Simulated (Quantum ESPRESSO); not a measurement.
The steps of a band-structure calculation for Ti₂Pd₃ (Cmcm, 10 atoms in the cell) with Quantum ESPRESSO.

Computed with LDA (PZ), GBRV 1.5 ultrasoft (LDA) pseudopotentials (plane waves; Quantum ESPRESSO).

Step 1 (scf):

```fortran
&control
  calculation = 'scf'
  prefix = 'ti2pd3'
  outdir = './out'
  pseudo_dir = './'
  verbosity = 'high'
  tprnfor = .true.
  tstress = .true.
/
&system
  ibrav = 9
  celldm(1) = 27.58074932
  celldm(2) = 0.3237962539
  celldm(3) = 0.3217027436
  nat = 10
  ntyp = 2
  ecutwfc = 50
  ecutrho = 400
  occupations = 'smearing'
  smearing = 'fd'
  degauss = 0.0073499
/
&electrons
  conv_thr = 1.0d-10
/
ATOMIC_SPECIES
Ti    47.8670  ti_lda_v1.4.uspp.F.UPF
Pd   106.4200  pd_lda_v1.4.uspp.F.UPF
ATOMIC_POSITIONS crystal
Ti   -0.90000000    0.30000000   -0.25000000
Ti   -0.10000000    0.70000000   -0.75000000
Ti   -0.30000000    0.90000000   -0.75000000
Ti   -0.70000000    0.10000000   -0.25000000
Pd   -0.28000000    0.72000000   -0.25000000
Pd   -0.72000000    0.28000000   -0.75000000
Pd   -0.48000000    0.92000000   -0.25000000
Pd   -0.52000000    0.08000000   -0.75000000
Pd   -0.92000000    0.48000000   -0.75000000
Pd   -0.08000000    0.52000000   -0.25000000
K_POINTS automatic
3 3 3  0 0 0
```

Step 2 (bands):

```fortran
&control
  calculation = 'bands'
  prefix = 'ti2pd3'
  outdir = './out'
  pseudo_dir = './'
  verbosity = 'high'
/
&system
  ibrav = 9
  celldm(1) = 27.58074932
  celldm(2) = 0.3237962539
  celldm(3) = 0.3217027436
  nat = 10
  ntyp = 2
  ecutwfc = 50
  ecutrho = 400
  occupations = 'smearing'
  smearing = 'fd'
  degauss = 0.0073499
  nbnd = 83
/
&electrons
  conv_thr = 1.0d-10
  startingwfc = 'random'
  diago_thr_init = 1.0d-6
  diagonalization = 'cg'
/
ATOMIC_SPECIES
Ti    47.8670  ti_lda_v1.4.uspp.F.UPF
Pd   106.4200  pd_lda_v1.4.uspp.F.UPF
ATOMIC_POSITIONS crystal
Ti   -0.90000000    0.30000000   -0.25000000
Ti   -0.10000000    0.70000000   -0.75000000
Ti   -0.30000000    0.90000000   -0.75000000
Ti   -0.70000000    0.10000000   -0.25000000
Pd   -0.28000000    0.72000000   -0.25000000
Pd   -0.72000000    0.28000000   -0.75000000
Pd   -0.48000000    0.92000000   -0.25000000
Pd   -0.52000000    0.08000000   -0.75000000
Pd   -0.92000000    0.48000000   -0.75000000
Pd   -0.08000000    0.52000000   -0.25000000
K_POINTS crystal_b
14
  0.00000000   0.00000000   0.00000000   7  ! G
  0.27621100   0.27621100   0.00000000   2  ! X
  0.00000000   0.50000000   0.00000000   7  ! S
  0.00000000   0.50000000   0.50000000   2  ! R
  0.27621100   0.27621100   0.50000000   7  ! A
  0.00000000   0.00000000   0.50000000   7  ! Z
  0.00000000   0.00000000   0.00000000   4  ! G
 -0.50000000   0.50000000   0.00000000   6  ! Y
 -0.27621100   0.72378900   0.00000000   7  ! X1
 -0.27621100   0.72378900   0.50000000   6  ! A1
 -0.50000000   0.50000000   0.50000000   7  ! T
 -0.50000000   0.50000000   0.00000000   1  ! Y
  0.00000000   0.00000000   0.50000000   4  ! Z
 -0.50000000   0.50000000   0.50000000   1  ! T
```

Step 3 (bands.x):

```fortran
&bands
  prefix = 'ti2pd3'
  outdir = './out'
  filband = 'bands.dat'
  lsym = .false.
/
```

Output of bands (abridged):

```
     Atomic positions and unit cell read from directory:
     ./out/ti2pd3.save/
     G-vector sticks info
     --------------------
     sticks:   dense  smooth     PW     G-vecs:    dense   smooth      PW
     Sum        3927    1963    567               147655    52221    8155

     bravais-lattice index     =            9
     lattice parameter (alat)  =      27.5807  a.u.
     unit-cell volume          =    1092.7348 (a.u.)^3
   [... lines left out ...]
     number of k points=    68  Fermi-Dirac smearing, width (Ry)=  0.0073
   [... lines left out ...]
    11.5500  11.5824  11.7125  11.7268  11.9369  12.1577  12.1949  12.2325
    12.3644  12.5775  12.5788  12.6315  12.7960  13.1696  13.2322  13.2554
    13.2734  13.3222  13.5966  13.6097  13.6840  13.7491  14.2804  14.2898
    14.3590  14.6185  14.6396  14.7450  14.9148  15.0255  15.0343  15.5385
    15.8225  16.1777  16.3462  16.4652  16.6415  16.7286  16.7797  17.3188
    17.3981  17.6539  17.7059

          k = 0.0000 0.2437 0.0000 (  6490 PWs)   bands (ev):

   -40.9388 -40.9196 -40.9090 -40.8891 -34.7656 -34.7490 -34.7413 -34.7406
   -34.7379 -34.7187 -34.2664 -34.2390 -34.2372 -34.2317 -34.2032 -34.1916
   -34.1557 -34.1256 -34.0894 -34.0877 -34.0757 -34.0693 -17.5518 -17.5357
   -17.5303 -17.5265 -17.5130 -17.4940 -17.4295 -17.4140 -17.3977 -17.3826
   -17.3473 -17.3229   8.9156  10.9985  11.1540  11.3471  11.3836  11.5015
    11.5498  11.5521  11.7328  11.7360  11.9336  12.0275  12.1576  12.1869
    12.5635  12.5642  12.6059  12.6617  12.7949  13.1636  13.1946  13.2106
    13.2340  13.3185  13.6101  13.6326  13.6640  13.7390  14.2554  14.2716
    14.2965  14.4211  14.5977  14.8381  14.9619  15.0139  15.1187  15.5589
    15.8486  16.2313  16.3347  16.4591  16.6404  16.7061  16.8024  17.2400
    17.3877  17.6567  17.7489

   [... 66 blocks of this kind left out ...]
```

Output of bands.x (abridged):

```
     Reading xml data from directory:

     ./out/ti2pd3.save/

     G-vector sticks info
     --------------------
     sticks:   dense  smooth     PW     G-vecs:    dense   smooth      PW
     Sum        3927    1963    567               147655    52221    8155

     negative rho (up, down):  4.521E-01 0.000E+00
     Reading collected, re-writing distributed wavefunctions
     high-symmetry point:  0.0000 0.0000 0.0000   x coordinate   0.0000
     high-symmetry point:  0.0000 1.7061 0.0000   x coordinate   1.7061
     high-symmetry point: -0.5000 1.5442 0.0000   x coordinate   2.2316
     high-symmetry point: -0.5000 1.5442 1.5542   x coordinate   3.7859
     high-symmetry point:  0.0000 1.7061 1.5542   x coordinate   4.3114
     high-symmetry point:  0.0000 0.0000 1.5542   x coordinate   6.0175
   [... 3 lines left out ...]
     high-symmetry point: -1.0000 1.3823 1.5542   x coordinate  11.5082
     high-symmetry point: -1.0000 0.0000 1.5542   x coordinate  12.8905
     high-symmetry point: -1.0000 0.0000 0.0000   x coordinate  14.4448
     high-symmetry point:  0.0000 0.0000 1.5542   x coordinate  14.4448
     high-symmetry point: -1.0000 0.0000 1.5542   x coordinate  15.4448

     Plottable bands (eV) written to file bands.dat.gnu
     Bands written to file bands.dat

   JOB DONE.
```

The starting cell comes from a database of published, mostly measured structures (it also holds non-ambient and calculated ones), without a prior relaxation at this level. Its lattice was rescaled by a random factor within 2.5 % of one. Spin polarisation is off.
